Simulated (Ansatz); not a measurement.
The parent structure is CdS in the zinc blende structure (space group F-43m, No. 216; a = 5.825 Å).

The change: the cell is scaled by 0.9927 in all directions, atoms relaxed at fixed cell.

Levels (all Ansatz, a program for electronic structure, PAW, earlier PAW set): PBEsol (420 eV, no spin-orbit coupling); r2SCAN (500 eV, scalar-relativistic without spin-orbit coupling).

The geometry is relaxed with PBEsol.

```
Item                                      Result
--------------------  --------------------------
PBEsol hole mass      0.12, 0.73, 0.73 mₑ (at Γ)
PBEsol band gap                          1.05 eV
PBEsol pressure                         1.42 GPa
PBEsol electron mass              0.12 mₑ (at Γ)
```

With r2SCAN at the same geometry, the hole mass (degenerate bands, along [100]) goes from 0.12, 0.73, 0.73 mₑ (at Γ) to 0.17, 0.73, 0.73 mₑ (at Γ); the band gap increases by 0.60 eV (1.05 eV → 1.65 eV); the pressure grows by 1.94 GPa (1.42 GPa → 3.36 GPa); the electron mass becomes 0.16 mₑ (at Γ) (PBEsol: 0.12 mₑ (at Γ)).

Single points use the geometry relaxed with PBEsol. Their cutoffs differ, which shifts pressures a little. The cells carry an imposed strain or load. Effective masses come from finite differences of ±0.01 Å⁻¹. Stability against distortions was not tested.
